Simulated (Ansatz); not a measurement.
An Ansatz (an electronic-structure program) run: W2C with a change (pressure 0.9 GPa); PBE-D3(BJ) (Ansatz; PAW; 420 eV plane waves; scalar-relativistic without spin-orbit coupling).

Input:

Ansatz 0.2 input:
```yaml
crystal:
  lattice:
    - [3.0347494944, 0, 0]
    - [-1.5173747472, 2.6281701563, 0]
    - [0, 0, 4.6563355802]
  atoms:
    - { symbol: C, position: [0, 0, 0] }
    - { symbol: W, position: [0.3333333333, 0.6666666667, 0.2551682542] }
    - { symbol: W, position: [0.6666666667, 0.3333333333, 0.7448317458] }
basis: { ecutwfc: 420, ecutrho_ratio: 4, xc_grid: 2, fft_grid_basis: typed }
kpoints: { mp_grid: { grid: [18, 18, 10] } }
hamiltonian:
  xc: pbe
  dispersion: d3bj
  pseudopotentials: { kind: paw }
scf: { occupations: { method: fermi_dirac, width: 0.05 } }
relax: { f_tol: 0.01, max_steps: 60, cell: { stress_tol: 0.02, p_target: 0.9 } }
output: { forces: true, stress: true }
checkpoint: { write: state.ck, write_every: 1000 }
```

Output (explanatory and most iteration lines left out):

```
Relaxation: its limit of steps is 60 (relax.max_steps)
Pseudopotential: C, paw, valence charge 4
Pseudopotential: W, paw, valence charge 14
Crystal: 3 atoms, lattice volume = 37.138 Å³
Basis set: ecut = 420 eV, 711 PW (Γ), exchange–correlation on 48×48×64 points (8 copies of the dense FFT grid, shifted against one another)
Bands: 20, of which v1, the nominal top of the filled ones, is band 16 counted from 1 (15 counted from 0)
Symmetry: 12 space group operations
Space group: P-3m1 (ITA 164), of the structure as read, at distance tolerance 3.3e-5 Å
k-points: 330 of 3240
Functional: x = pbe(κ = 0.804, μ = 0.2195149727645171), c = pbe(β = 0.06672455060314922)
SCF iter   1: F=—  HF=-21022.053791 eV  |F-HF|=—  |Δ(HF+E_count)|=         —  Δρ=5.74e-3  dr2=7.16e-3  ethr=1.77e-3  ⟨swp⟩=5.8  Hψ=31190  notcnv=0
SCF iter   2: F=—  HF=-21022.053797 eV  |F-HF|=—  |Δ(HF+E_count)|=   5.68e-6  Δρ=3.24e-3  dr2=2.27e-3  ethr=2.24e-5  ⟨swp⟩=1.1  Hψ=9268  notcnv=0
SCF 1 converged in 6 iterations: F = -21022.053952 eV  dr2 = 3.95e-9
relax step   1: F+E_penalty+E_count = -21022.05395216 eV  Δ(F+E_penalty+E_count) = +0.000e0 eV  max|allowed force component| = 1.388e-4 eV/Å  Δτ_max = 0.0000 Å  P = -0.002 GPa  Ω = 37.138 Å³  (6 SCF iters, dr2 threshold 1.00e-7 eV, accepted)
[... steps on the carried basis left out ...]
relax step   6: F+E_penalty+E_count = -21022.05366697 eV  Δ(F+E_penalty+E_count) = +1.365e-4 eV  max|allowed force component| = 2.256e-5 eV/Å  Δτ_max = 0.0000 Å  P = +0.897 GPa  Ω = 37.037 Å³  stress off target by 3.53e-3 GPa  SCF on the basis re-selected at this cell (its energy is not comparable with the rows above)  (9 SCF iters)
SCF converged after 9 iterations
Free energy (F): -21022.053667 eV
Internal energy: -21022.041911 eV  (E = F + TS)
E sigma→0 (E₀):  -21022.047789 eV
Entropy (-TS):   -0.011756 eV (-3.919 meV/atom)
Fermi energy:    22.081608 eV
  E_disp       = -1.603221  (pairwise vdW)
--- Forces (eV/Å), atoms counted from 1 ---
  atom   1  C      0.00000000     0.00000000     0.00000000
  atom   2  W      0.00000000     0.00000000     0.00002256
  atom   3  W     -0.00000000    -0.00000000    -0.00002256
--- Stress (GPa, compression-positive) ---
        0.896473       0.000000      -0.000000
        0.000000       0.896473      -0.000000
       -0.000000      -0.000000       0.896812
  P = ⅓ Tr σ = 0.8966 GPa (8.966 kbar)
--- Relaxed structure (5 steps of the walk, 4 accepted, 1 SCFs on fresh bases) ---
  cell:  # Å, volume = 37.0371 Å³
    - [3.0314858245797716, -2.1021855489787903e-33, -7.0072851632626345e-34]
    - [-1.5157429122898858, 2.6253437352984985, -2.07703052701576e-33]
    - [-1.0751553393894498e-33, -5.734161810077065e-33, 4.6536635044899475]
  atoms:
    - { symbol: C, position: [-5.21699272916074e-35, -1.653894774650415e-36, 1.7233955679089612e-36] }
    - { symbol: W, position: [0.33333333333333337, 0.6666666666666667, 0.25534735597786407] }
    - { symbol: W, position: [0.6666666666666666, 0.33333333333333337, 0.7446526440221359] }
```

Load acts through the strain it causes; cell and atoms are relaxed under it. Stability against distortions was not tested. The final runs are not spin-polarised. The cell was made from W2C (space group P-3m1, No. 164) by this change: pressure 0.9 GPa.
